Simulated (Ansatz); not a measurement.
Start from CdS in the zinc blende structure (space group F-43m, No. 216; a = 5.7566 Å).

Level of theory: LDA, PAW, 420 eV (Ansatz, a program for electronic structure; spin-orbit coupling left out).

Strains are applied to the cell and any free atomic positions relax.

One change was made to it. Results:

```csv
quantity,base,after
energy relative to the base (free energy F),0 meV/atom,+4.7 meV/atom
electron mass,0.10 mₑ (at Γ),0.11 mₑ (at Γ)
band gap,0.95 eV,1.01 eV
width of the top valence band,2.38 eV,2.50 eV
```

Task: Name the change that was made.
(A) isotropic strain −1.00 %
(B) isotropic strain −1.50 %
(C) isotropic strain −0.50 %
(D) isotropic strain +0.50 %

Result: A, isotropic strain −1.00 %. For comparison, the energy relative to the base in the other runs: isotropic strain −1.50 % gives +11 meV/atom; isotropic strain −0.50 % gives +1.2 meV/atom; isotropic strain +0.50 % gives +1.1 meV/atom.

Effective masses come from finite differences of ±0.01 Å⁻¹. Stability against distortions was not tested.
